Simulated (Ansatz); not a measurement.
An Ansatz (a first-principles code) run: BN with a change (uniaxial strain ε_zz = −1.50 %); LDA/PAW in Ansatz, spin-orbit coupling left out.

Input:

Ansatz 0.2 input:
```yaml
crystal:
  lattice:
    - [0, 1.7902700084, 1.7634159583]
    - [1.7902700084, 0, 1.7634159583]
    - [1.7902700084, 1.7902700084, 0]
  atoms:
    - { symbol: B, position: [0, 0, 0] }
    - { symbol: N, position: [0.25, 0.25, 0.25] }
basis: { ecutwfc: 420, ecutrho_ratio: 4, xc_grid: 2, fft_grid_basis: typed }
kpoints: { mp_grid: { grid: [16, 16, 16] } }
hamiltonian:
  xc: lda
  dispersion: none
  pseudopotentials: { kind: paw }
scf: { occupations: { method: fermi_dirac, width: 0.05 }, convergence: { dr2_threshold: 0.0000000002 } }
relax: { f_tol: 0.005, max_steps: 50 }
output: { forces: true, stress: true }
checkpoint: { write: state.ck, write_every: 1000 }
```

Output (explanatory and most iteration lines left out):

```
Relaxation: its limit of steps is 50 (relax.max_steps)
Pseudopotential: B, paw, valence charge 3
Pseudopotential: N, paw, valence charge 5
Crystal: 2 atoms, lattice volume = 11.304 Å³
Basis set: ecut = 420 eV, 229 PW (Γ), exchange–correlation on 36×36×36 points (8 copies of the dense FFT grid, shifted against one another)
Bands: 8, of which v1, the nominal top of the filled ones, is band 4 counted from 1 (3 counted from 0)
Symmetry: 8 space group operations
Space group: I-4m2 (ITA 119), of the structure as read, at distance tolerance 2.2e-5 Å
k-points: 349 of 4096 (time reversal used)
Functional: x = slater, c = lda
SCF iter   1: F=—  HF=-526.463766 eV  |F-HF|=—  |Δ(HF+E_count)|=         —  Δρ=8.36e-3  dr2=5.82e-3  ethr=1.77e-3  ⟨swp⟩=4.3  Hψ=17752  notcnv=0
SCF iter   2: F=—  HF=-526.462120 eV  |F-HF|=—  |Δ(HF+E_count)|=   1.65e-3  Δρ=3.37e-3  dr2=4.72e-4  ethr=7.27e-5  ⟨swp⟩=2.1  Hψ=6770  notcnv=0
SCF 1 converged in 7 iterations: F = -526.461954 eV  dr2 = 1.79e-12
relax step   1: F+E_penalty+E_count = -526.46195355 eV  Δ(F+E_penalty+E_count) = +0.000e0 eV  max|allowed force component| = 2.082e-16 eV/Å  Δτ_max = 0.0000 Å  (7 SCF iters, accepted)
SCF converged after 7 iterations
Free energy (F): -526.461954 eV
Internal energy: -526.461954 eV  (E = F + TS)
E sigma→0 (E₀):  -526.461954 eV
Fermi energy:    13.821846 eV
--- Forces (eV/Å), atoms counted from 1 ---
  atom   1  B      0.00000000     0.00000000     0.00000000
  atom   2  N     -0.00000000     0.00000000     0.00000000
--- Stress (GPa, compression-positive) ---
        3.074574      -0.000000       0.000000
       -0.000000       3.074574       0.000000
        0.000000       0.000000      12.558486
  P = ⅓ Tr σ = 6.2359 GPa (62.359 kbar)
--- Relaxed structure (1 steps of the walk, 1 accepted, 0 SCFs on fresh bases) ---
  atoms:
    - { symbol: B, position: [0.0, 0.0, 0.0] }
    - { symbol: N, position: [0.24999999999999997, 0.24999999999999997, 0.25] }
```

Stability against distortions was not tested. The cell was made from BN in the zinc blende structure (space group F-43m, No. 216) by this change: uniaxial strain ε_zz = −1.50 %.
